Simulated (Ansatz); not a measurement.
Seebeck coefficient (μV/K, mean over directions) of n-type Zr3N4 (Fd-3m) against carrier density, PBEsol, rigid bands (Ansatz, a program for electronic structure). Computed gap 0.50 eV; densities at which minority carriers matter at this gap, or further valleys turn the trend, are left out. Conductivity mass 0.29 mₑ (harmonic mean over directions), N_c = 9.5e18 cm⁻³ at 300 K.

```
electron density  300 K  500 K
----------------  -----  -----
3e18 cm⁻³          -313   -381
1e19 cm⁻³          -215   -280
3e19 cm⁻³          -137   -194
1e20 cm⁻³           -73   -114
3e20 cm⁻³           -38      ?
1e21 cm⁻³           -20      ?
```

**Question.** Fill in the missing entries.

**Answer.** 
- 3e20 cm⁻³, 500 K: -63
- 1e21 cm⁻³, 500 K: -33

Rigid bands with a gap fixed in temperature, one relaxation time for all states, no polarons or phonon drag, and whether or not such doping can be reached. Spin-orbit coupling is left out.

Computed structure with no diffraction record at hand here (it may be known, metastable or hypothetical): Zr3N4 (Fd-3m).
